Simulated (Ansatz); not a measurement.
Reference: SiC (P6_3mc), r2SCAN with spin-orbit coupling, rigid bands (plane waves, PAW; Ansatz, an electronic-structure program); axes and stresses refer to this cell.

```
CSi
1.0
    3.07597     0.00000     0.00000
   -1.53798     2.66386     0.00000
    0.00000     0.00000     5.04775
Si C
2 2
Cartesian
  0.00000   1.77591  -0.00206
  1.53798   0.88795   2.52182
  0.00000   1.77591   1.89497
  1.53798   0.88795   4.41884
```

* **hole mass along x**: 1.15 mₑ
* **band gap**: 2.65 eV
* **electron mass along z**: 0.26 mₑ

Task: Change: biaxial stress in the c plane of 10 GPa (compression positive). What happens to hole mass along x, band gap, electron mass along z?

Result: hole mass along x decreases to 1.07 mₑ; band gap decreases to 2.44 eV; electron mass along z moves little, to 0.26 mₑ.

Task: Change: hydrostatic pressure of -5 GPa (compression positive). What happens to hole mass along x, band gap, electron mass along z?

Result: hole mass along x moves little, to 1.13 mₑ; band gap moves little, to 2.68 eV; electron mass along z moves little, to 0.26 mₑ.

Task: Change: hydrostatic pressure of 10 GPa (compression positive). What happens to hole mass along x, band gap, electron mass along z?

Result: hole mass along x grows to 1.21 mₑ; band gap moves little, to 2.59 eV; electron mass along z moves little, to 0.26 mₑ.

Task: Change: hydrostatic pressure of 5 GPa (compression positive). What happens to hole mass along x, band gap, electron mass along z?

Result: hole mass along x moves little, to 1.18 mₑ; band gap moves little, to 2.62 eV; electron mass along z moves little, to 0.26 mₑ.

Task: Change: uniaxial stress along c of -10 GPa (compression positive). What happens to hole mass along x, band gap, electron mass along z?

Result: hole mass along x falls to 1.02 mₑ; band gap shrinks to 2.52 eV; electron mass along z moves little, to 0.27 mₑ.

Task: Change: uniaxial stress along c of 5 GPa (compression positive). What happens to hole mass along x, band gap, electron mass along z?

Result: hole mass along x rises to 1.40 mₑ; band gap moves little, to 2.72 eV; electron mass along z moves little, to 0.26 mₑ.

Masses are for dilute carriers at 300 K, harmonic means over directions unless an axis is named. Stresses and pressures are the targets of the relaxation.  The structure type is held under load, also where the real crystal would transform.
